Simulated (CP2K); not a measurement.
A user runs CP2K on Ca3Hg (Pm-3m, 4 atoms in the cell) and asks whether the run is sound. The aim is a self-consistent single point with DFT LDA (Pade form), GPW, DZVP-MOLOPT-SR-GTH basis, GTH-PADE potentials (GTH_POTENTIALS).

Cell that was meant: a = 5.1002 Å, b = 5.1002 Å, c = 5.1002 Å, α = 90.00°, β = 90.00°, γ = 90.00°.

Part of the input:

```
    &END MGRID
    &SCF
      SCF_GUESS ATOMIC
      EPS_SCF 0.1
      MAX_SCF 100
      ADDED_MOS 8
      &DIAGONALIZATION
```

Output, abridged:

```
 GLOBAL| Method name                                                        CP2K
   [... lines left out ...]
                        No outer SCF

 Extrapolation method: initial_guess

 Number of electrons:                                                         42
 Number of occupied orbitals:                                                 21
 Number of molecular orbitals:                                                29

 Number of orbital functions:                                                 67
 Number of independent orbital functions:                                     67
 SCF WAVEFUNCTION OPTIMIZATION

  Step     Update method      Time    Convergence         Total energy    Change
     1 NoMix/Diag. 0.30E+00      -     1.51578757      -151.9202769312 -1.52E+02
     2 Broy./Diag. 0.30E+00      -     0.05549762      -152.0917388607 -1.71E-01
  *** SCF run converged in     2 steps ***

  Overlap energy of the core charge distribution:               0.00000000000000
  Self energy of the core charge distribution:               -288.26204633087798
  Core Hamiltonian energy:                                     71.27383592642167
  Hartree energy:                                              85.75592048781762
  Exchange-correlation energy:                                -20.85892077689182
  Smearing free energy correction:                             -0.00073882793203
  Fermi energy:                                                 0.19273069943668

  Total energy:                                              -152.09173886067873

 ENERGY| Total FORCE_EVAL ( QS ) energy [hartree]           -151.380562907370575

   [... lines left out ...]
 STRESS|                        x                   y                   z
 STRESS|      x       -3.12259430749E+04  -1.09416338918E-05  -1.09430089512E-05
 STRESS|      y       -1.09416338918E-05  -3.12259598091E+04  -1.09423065635E-05
 STRESS|      z       -1.09430089512E-05  -1.09423065635E-05  -3.12259406102E+04
 STRESS| 1/3 Trace                                            -3.12259478314E+04
```

Q: Is anything amiss in this input, and did it matter?

A: The run is not sound. The fault is a convergence threshold that is too loose. A loop that stops early leaves an energy error of second order in the density error, but errors of first order in forces and stress. To fix it, tighten the threshold. The run converged in 2 iterations without an error; against the sound input the free energy goes up by 74.4 meV/atom and the pressure goes from -2.21 to -3.12 GPa.

The sound input it was made from differs as follows (other fixes are possible):
```diff
-      EPS_SCF 0.1
+      EPS_SCF 1E-6
```

With that input, the run converged in 14 iterations: free energy E − TS -4119.5724 eV; Fermi level (on the code's own zero) 5.26 eV; pressure -2.21 GPa (DFT LDA (Pade form), GPW, DZVP-MOLOPT-SR-GTH basis, GTH-PADE potentials (GTH_POTENTIALS)).

On the sound input: the starting cell comes from a database of computed structures (which also holds hypothetical and non-ambient phases and stackings), without a prior relaxation at this level. Values carry the incompleteness of an atom-centred basis.
